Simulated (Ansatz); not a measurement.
**PtS, pressure series**

Take PtS (space group P4_2/m, No. 84; a cell from a computed database, its experimental status unchecked) as the base.

```
CELL_PARAMETERS angstrom
      6.39728     0.00000     0.00000
      0.00000     6.39728     0.00000
      0.00000     0.00000     6.57349
ATOMIC_POSITIONS crystal
  Pt 0.00000 0.00000 0.25000
  Pt 0.00000 0.00000 0.75000
  Pt 0.00000 0.50000 0.50000
  Pt 0.50000 0.00000 0.00000
  Pt 0.52683 0.25618 0.50000
  Pt 0.47317 0.74382 0.50000
  Pt 0.74382 0.52683 0.00000
  Pt 0.25618 0.47317 0.00000
  S  0.80504 0.30616 0.27349
  S  0.19496 0.69384 0.72651
  S  0.69384 0.80504 0.77349
  S  0.30616 0.19496 0.22651
  S  0.19496 0.69384 0.27349
  S  0.80504 0.30616 0.72651
  S  0.30616 0.19496 0.77349
  S  0.69384 0.80504 0.22651
```

Cell and atoms are relaxed at each pressure.

Method: PBEsol in Ansatz (plane waves to 420 eV, PAW, scalar-relativistic without spin-orbit coupling).

```json
[
 {"case": "base", "smallest direct gap": "0.36 eV", "band gap": "0.27 eV", "density": "11.22 g/cm³"},
 {"case": "pressure −2 GPa", "smallest direct gap": "0.34 eV", "band gap": "0.25 eV", "density": "11.08 g/cm³"},
 {"case": "pressure −1 GPa", "smallest direct gap": "0.35 eV", "band gap": "0.26 eV", "density": "11.15 g/cm³"},
 {"case": "pressure 0.3 GPa", "smallest direct gap": "0.36 eV", "band gap": "0.27 eV", "density": "11.24 g/cm³"},
 {"case": "pressure 0.7 GPa", "smallest direct gap": "0.37 eV", "band gap": "0.27 eV", "density": "11.26 g/cm³"},
 {"case": "pressure 1.5 GPa", "smallest direct gap": "0.37 eV", "band gap": "0.28 eV", "density": "11.32 g/cm³"},
 {"case": "pressure 3 GPa", "smallest direct gap": "0.39 eV", "band gap": "0.29 eV", "density": "11.41 g/cm³"},
 {"case": "pressure 5 GPa", "smallest direct gap": "0.40 eV", "band gap": "0.31 eV", "density": "11.53 g/cm³"},
 {"case": "pressure 7.5 GPa", "smallest direct gap": "0.43 eV", "band gap": "0.32 eV", "density": "11.68 g/cm³"},
 {"case": "pressure 10 GPa", "smallest direct gap": "0.45 eV", "band gap": "0.34 eV", "density": "11.82 g/cm³"}
]
```

With Pt present, leaving out spin-orbit coupling can change the band edges. Load acts through the strain it causes; cell and atoms are relaxed under it. Whether these cells are dynamically stable was not tested. No other phases were tried under pressure. The zero or small gap of PtS can change with the level of theory.

Ansatz is a program for electronic structure.
